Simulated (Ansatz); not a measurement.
## Li on the 1x1 (110) surface of bcc Mo, one in a 2x2 cell, started at the site 'bridge Mo-Mo (span 3.2 Å)'

All values below come from PBE (plane waves to 420 eV, PAW; Ansatz, a program for electronic structure).

Slab: 17 atoms, 6.5 Å thick at the start under the adsorbate (thin: gaps and levels are the slab's own); k 6x6x1, smearing 0.1 eV, dipole-corrected; 8 atoms held, the rest relaxed; symmetry of the start imposed; no spin, no spin-orbit, no U, no dispersion correction. At the end it is bonded to 4 Mo. In PBE it is, or lies within 0.03 eV of, the lowest of the starts that converged.

```yaml
adsorption energy against an atom of bcc Li: -0.63 eV
work_function_of_the_top_face: 2.52 eV
change_of_the_work_function: -2.07 eV
change_of_the_step_from_the_bottom_to_the_top_vacuum_level_against_the_clean_slab: -2.04 eV
energy_released_by_relaxation: 0.048 eV
height of the binding atom over the mean of the host atoms within 0.3 Å of the top one: 2.279 Å
nearest_host_atoms_of_the_binding_atom: Mo at 2.81 Å, Mo at 2.81 Å, Mo at 3.16 Å
largest_move_of_a_host_atom: 0.05 Å
cost: around 4 core-minutes (rough)
```

A negative adsorption energy means that the adsorbate is more stable on the surface than in its reference.
